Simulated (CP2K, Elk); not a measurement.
An Elk input for a self-consistent single point of Mg3Zn (P-6m2, 4 atoms in the cell) (DFT, LDA (PW92), all-electron FP-LAPW, Elk's shipped species files, APW+lo basis with extra local orbitals):

```
tasks
  0

xctype
  3

tforce
  .true.

rgkmax
  8.0

gmaxvr
  18.0

lmaxapw
  10

lmaxo
  8

nxlo
  2

lorbcnd
  .true.

lradstp
  2

nrmtscf
  2.0

lmaxi
  4

stype
  0

swidth
  0.00367493

scale
  1.889726125

avec
    3.0393230414    0.0000002404    0.0000000000
   -1.5196617289    2.6321308440    0.0000000000
    0.0000000000    0.0000000000    9.4997280000

sppath
  './'

atoms
  2   : nspecies
  'Mg.in'   : spfname
  3   : natoms; atposl, bfcmt below
  0.0000000000  0.0000000000  0.0000000000    0.0 0.0 0.0
  0.6666666667  0.3333333333  0.7309100000    0.0 0.0 0.0
  0.6666666667  0.3333333333  0.2690900000    0.0 0.0 0.0
  'Zn.in'   : spfname
  1   : natoms; atposl, bfcmt below
  0.0000000000  0.0000000000  0.5000000000    0.0 0.0 0.0

ngridk
  8 8 3
```

Write the same calculation as an input for CP2K.

This is the input that was run; spellings and numerical settings could be chosen otherwise.

```
&GLOBAL
  PROJECT bulk
  RUN_TYPE ENERGY_FORCE
  PRINT_LEVEL LOW
&END GLOBAL
&FORCE_EVAL
  METHOD Quickstep
  STRESS_TENSOR ANALYTICAL
  &DFT
    BASIS_SET_FILE_NAME BASIS_MOLOPT
    POTENTIAL_FILE_NAME GTH_POTENTIALS
    &QS
      METHOD GPW
      EPS_DEFAULT 1E-11
    &END QS
    &MGRID
      CUTOFF 1000
      REL_CUTOFF 50
      NGRIDS 5
    &END MGRID
    &SCF
      SCF_GUESS ATOMIC
      EPS_SCF 1E-6
      MAX_SCF 100
      ADDED_MOS 8
      &DIAGONALIZATION
        ALGORITHM STANDARD
      &END DIAGONALIZATION
      &MIXING
        METHOD BROYDEN_MIXING
        ALPHA 0.3
        NBUFFER 8
        BETA 1.5
      &END MIXING
      &SMEAR ON
        METHOD GAUSSIAN
        SIGMA [eV] 0.1
      &END SMEAR
    &END SCF
    &KPOINTS
      SCHEME MONKHORST-PACK 8 8 3
      GAMMA_CENTERED T
    &END KPOINTS
    &XC
      &XC_FUNCTIONAL PADE
      &END XC_FUNCTIONAL
    &END XC
    &PRINT
      &MO
        EIGENVALUES T
        OCCUPATION_NUMBERS T
        NDIGITS 8
        FILENAME mo
        &EACH
          QS_SCF 0
        &END EACH
        ADD_LAST NUMERIC
      &END MO
      &MULLIKEN OFF
      &END MULLIKEN
    &END PRINT
  &END DFT
  &SUBSYS
    &CELL
      A 3.03932300 0.00000000 0.00000000
      B -1.51966200 2.63213100 0.00000000
      C 0.00000000 0.00000000 9.49972800
      PERIODIC XYZ
    &END CELL
    &COORD
      SCALED
      Mg       0.00000000     0.00000000     0.00000000
      Mg       0.66666700     0.33333300     0.73091000
      Mg       0.66666700     0.33333300     0.26909000
      Zn       0.00000000     0.00000000     0.50000000
    &END COORD
    &KIND Mg
      BASIS_SET DZVP-MOLOPT-SR-GTH
      POTENTIAL GTH-PADE-q10
    &END KIND
    &KIND Zn
      BASIS_SET DZVP-MOLOPT-SR-GTH
      POTENTIAL GTH-PADE-q12
    &END KIND
  &END SUBSYS
  &PRINT
    &FORCES ON
    &END FORCES
    &STRESS_TENSOR ON
    &END STRESS_TENSOR
  &END PRINT
&END FORCE_EVAL
```

Basis settings and potentials, where a program has them, do not carry over. This input uses DFT LDA (Pade form), GPW, DZVP-MOLOPT-SR-GTH basis, GTH-PADE potentials (GTH_POTENTIALS). LDA parametrisations can differ slightly between programs.

The starting cell comes from a database of computed structures (which also holds hypothetical and non-ambient phases and stackings), without a prior relaxation at this level. For this run, on top of that: lattice scaled by 0.98.
